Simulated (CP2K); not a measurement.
CP2K run on PdIn (P1, 2 atoms in the cell): self-consistent single point.

Computed with LDA (Pade form), GPW, DZVP-MOLOPT-SR-GTH basis, GTH-PADE potentials (GTH_POTENTIALS) (CP2K).

```xyz
2
Lattice="3.2500 0.0000 0.0000 0.0000 3.2500 0.0000 0.0000 0.0000 3.2500" Properties=species:S:1:pos:R:3 pbc="T T T"
In     1.6292     1.6197     1.6038
Pd    -0.0042     0.0053     0.0212
```

Reference input (self-consistent single point, DFT PBE, GPW, DZVP-MOLOPT-SR-GTH basis, GTH-PBE potentials (GTH_POTENTIALS)): CUTOFF = 500 Ry; REL_CUTOFF = 50 Ry; SMEAR/METHOD = GAUSSIAN; SIGMA = 0.136 eV; KPOINTS/SCHEME = MACDONALD 8 8 8 0.0625 0.0625 0.0625; XC_FUNCTIONAL = PBE; In/BASIS_SET = DZVP-MOLOPT-SR-GTH; In/POTENTIAL = GTH-PBE-q13; Pd/BASIS_SET = DZVP-MOLOPT-SR-GTH; Pd/POTENTIAL = GTH-PBE-q18; METHOD = GPW; EPS_DEFAULT = 1e-10. This run's input differs from it in these lines:

```diff
@@ -43,3 +43,3 @@
     &XC
-      &XC_FUNCTIONAL PBE
+      &XC_FUNCTIONAL PADE
       &END XC_FUNCTIONAL
@@ -74,3 +74,3 @@
       BASIS_SET DZVP-MOLOPT-SR-GTH
-      POTENTIAL GTH-PBE-q13
+      POTENTIAL GTH-PADE-q13
     &END KIND
@@ -78,3 +78,3 @@
       BASIS_SET DZVP-MOLOPT-SR-GTH
-      POTENTIAL GTH-PBE-q18
+      POTENTIAL GTH-PADE-q18
     &END KIND
```

Output (repeated stretches shortened):

```
 SCF WAVEFUNCTION OPTIMIZATION

  Step     Update method      Time    Convergence         Total energy    Change
     1 NoMix/Diag. 0.30E+00      -     1.02408181      -183.6825625380 -1.84E+02
     2 Broy./Diag. 0.30E+00      -     0.16878587      -187.0741167905 -3.39E+00
     3 Broy./Diag. 0.30E+00      -     0.08655334      -184.8354563684  2.24E+00
     4 Broy./Diag. 0.30E+00      -     0.02550421      -183.4405699873  1.39E+00
     5 Broy./Diag. 0.30E+00      -     0.02074519      -183.1924754519  2.48E-01
     6 Broy./Diag. 0.30E+00      -     0.00704359      -183.3373265179 -1.45E-01
   [... 4 lines left out ...]
    11 Broy./Diag. 0.30E+00      -     0.00005012      -183.3370633453 -6.02E-04
    12 Broy./Diag. 0.30E+00      -     0.00000450      -183.3372188227 -1.55E-04
    13 Broy./Diag. 0.30E+00      -     0.00000441      -183.3372186081  2.15E-07
    14 Broy./Diag. 0.30E+00      -     0.00000011      -183.3372300322 -1.14E-05
  *** SCF run converged in    14 steps ***

  Overlap energy of the core charge distribution:               0.00000000000087
  Self energy of the core charge distribution:               -312.87466988229352
  Core Hamiltonian energy:                                     81.26185495055375
  Hartree energy:                                              68.10931043306002
  Exchange-correlation energy:                                -19.83331033934116
  Smearing free energy correction:                             -0.00041519421623
  Fermi energy:                                                 0.44462117321538

  Total energy:                                              -183.33723003219103
  Total energy (extrapolated to sigma->0):                   -183.33702243508290

                     Mulliken Population Analysis

   [... lines left out ...]

 STRESS| Analytical stress tensor [bar]
 STRESS|                        x                   y                   z
 STRESS|      x       -4.38927365949E+04  -9.54921698370E+01  -3.77370919792E+02
 STRESS|      y       -9.54921698370E+01  -4.39092552279E+04   4.75913296381E+02
 STRESS|      z       -3.77370919792E+02   4.75913296381E+02  -4.46231966967E+04
 STRESS| 1/3 Trace                                            -4.41417295065E+04
```

The run converged in 14 iterations. Against the reference run the pressure goes from 7.99 to -4.41 GPa and the largest force goes from 0.225 to 0.175 eV/Å.

The starting cell has typed, rounded lattice constants, without a prior relaxation at this level. Its atoms were displaced at random from the sites of space group no. 221. Spin polarisation is off. Values carry the incompleteness of an atom-centred basis. With a pressure of about -4 GPa the cell is away from its equilibrium volume at this level.

Cost on one core of a shared machine: roughly 60 s.
